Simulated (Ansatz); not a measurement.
Functionals compared on NH3 on the 1x1 (110) surface of 3C silicon carbide (cut with top plane C + Si), one in a 2x2 cell, started at the site 'over C at depth 1.5 Å', in Ansatz (plane waves, PAW). The structure was relaxed with PBE; the other rows are single points on it, each with its references at the same level. Cutoff 420 eV (500 eV for r2SCAN). HSE06 used the coarser mesh 3x2x1.

Host crystal: 3C silicon carbide, with a band gap (PBE, scalar-relativistic without spin-orbit coupling).

Set-up: 52 atoms, 7.7 Å thick at the start under the adsorbate (thin: gaps and levels are the slab's own); mesh 3x3x1; 0.01 eV smearing; dipole correction on; 24 atoms held, the rest relaxed; no symmetry held; no spin, no spin-orbit, no U, no dispersion correction. At the end it is bonded to Si. In PBE it is, or lies within 0.03 eV of, the lowest of the starts that converged. These notes are the PBE run's. Adsorption energies are against NH3(g). A negative adsorption energy means that the adsorbate is more stable on the surface than in its reference.

| functional | adsorption energy (eV) | rough cost of the single point |
|---|---|---|
| PBE | -1.90 | – |
| RPBE | -1.57 | about 2.5 core-minutes (a rough figure) |
| r2SCAN | -2.11 | about 4 core-minutes (a rough figure) |
| HSE06 | [?] | roughly 50 core-minutes |

### Question
Fill in the missing entries.

### Answer

- HSE06, adsorption energy (eV): -2.03

Ansatz is a quantum-chemistry and plane-wave program.
